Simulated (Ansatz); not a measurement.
System: interstitial Y in monoclinic ZrO2 (charge state +3). The step: one Y atom jumps by itself; the atom moves 1.41 Å along (0.25, -0.07, 0.12) of the unit cell; the moving atom starts with neighbours O at 2.10, O at 2.11, 2 O at 2.21, O at 2.26, O at 2.44, O at 2.59; Zr at 2.71 Å and ends with O at 2.10, O at 2.11, 2 O at 2.21, O at 2.26, O at 2.44, O at 2.59; Zr at 2.71 Å. DFT values are from Ansatz (plane-wave PAW, 420 eV unless said) in a cell of 96 host sites, spin-restricted, static, with no finite-size correction. The charge state is imposed; whether it is stable for some Fermi level was not computed. Sites that were not tried may lie lower. For the PBE band: the saddle point's order was not checked, and it lies on a symmetry element of the cell, where a band can be held.

```json
[
 {"Level": "CHGNet universal potential (has no charge state), its own band", "Forward barrier (eV)": "0.25", "Cost of the band or of the saddle's single point": "-"},
 {"Level": "PBE, the Γ point alone, band relaxed", "Forward barrier (eV)": "0.57", "Cost of the band or of the saddle's single point": "roughly 40 core-minutes"},
 {"Level": "PBE, a 2×2×2 k-point mesh shifted by half a step, same geometries", "Forward barrier (eV)": "0.58", "Cost of the band or of the saddle's single point": "roughly 7 core-minutes"},
 {"Level": "r2SCAN at 500 eV, the Γ point alone, same geometries", "Forward barrier (eV)": "___", "Cost of the band or of the saddle's single point": "roughly 2.2 core-minutes"}
]
```

**Question.** Complete the blanks.

**Answer.** 
- r2SCAN at 500 eV, the Γ point alone, same geometries, Forward barrier (eV): 0.63

Ansatz is an electronic-structure program.
